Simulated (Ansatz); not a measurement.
Effect of biaxial strain −0.60 %, plane normal [001], relaxed out of plane on CsSnI3

The parent structure is CsSnI3 in the cubic perovskite structure (space group Pm-3m, No. 221; a = 6.131 Å). Axes: x, y, z lie along the cube axes.

Perturbation: biaxial strain −0.60 %, plane normal [001], relaxed out of plane (Cartesian); in-plane vectors clamped, the third vector and the atoms free.

Method: Ansatz (a first-principles code) PBEsol, without spin-orbit coupling. Settings: 8×8×8 k-points, 0.05 eV Fermi–Dirac smearing.

The volume per atom drops by 0.49 Å³ to 45.59 Å³ and the space group becomes P4/mmm (No. 123) (base: Pm-3m (No. 221)). The energy grows by 0.5 meV/atom and the band gap goes from 0.10 eV to zero. The out-of-plane strain is +0.14 % (rough) and the mean in-plane stress (compression positive) amounts to +0.3 GPa (rough).

Final structure (turned so that z lies along the plane normal):

```
CsSnI3
1.0
    6.09373     0.00000     0.00000
    0.00000     6.09373     0.00000
    0.00000     0.00000     6.13883
Cs Sn I
1 1 3
Cartesian
  0.00000   0.00000   0.00000
  3.04687   3.04687   3.06941
  3.04687   0.00000   3.06941
  0.00000   3.04687   3.06941
  3.04687   3.04687   0.00000
```

Cost of the whole job for the changed cell (relaxation, final SCF and bands): roughly 70 core-seconds.

Without a gap, meshes like the base's 8×8×8 leave anisotropic stresses uncertain by several tenths of a GPa, and small strain energies with them. With I present, leaving out spin-orbit coupling can change the band edges. Stability against distortions was not tested. The final runs are not spin-polarised. Many cubic perovskites are stable only at high temperature; tilts and polar distortions were not tested. Gaps under 0.05 eV, about the width of the smearing, are given as zero. The zero or small gap of CsSnI3 can change with the level of theory.
